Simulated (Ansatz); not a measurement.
The starting structures come from a database of crystals and need not be the phases stable at ambient conditions.

Data:

```
CaPbF6
1.0
    6.10514     0.00000     0.00000
    0.00000     6.10514     0.00000
    3.05257    -3.05257     4.31698
Ca Pb F
1 1 6
Direct
  0.50000   0.50000   0.00000
  0.00000   0.00000   0.00000
  0.23988   0.76012   0.52024
  0.76012   0.23988   0.47976
  0.76012   0.76012   0.00000
  0.23988   0.23988   0.00000
  0.23988   0.76012   0.00000
  0.76012   0.23988   0.00000
```

Space group of this cell: Fm-3m. The cell is taken as given.

Transport runs along the normal of the first two printed cell vectors, the (001) plane of the conventional cell.

The gap is the functional's own, uncorrected, and κ follows it; spin-orbit coupling is left out. Mid-gap values are interpolated between the computed energies.

Task: Predict the band gap and the smallest decay constant κ at mid-gap from r2SCAN run with Ansatz (a program for electronic structure).

Result: Gap 4.46 eV on a 8×8×8 mesh; κ = 0.518 1/Å, at the zone centre.
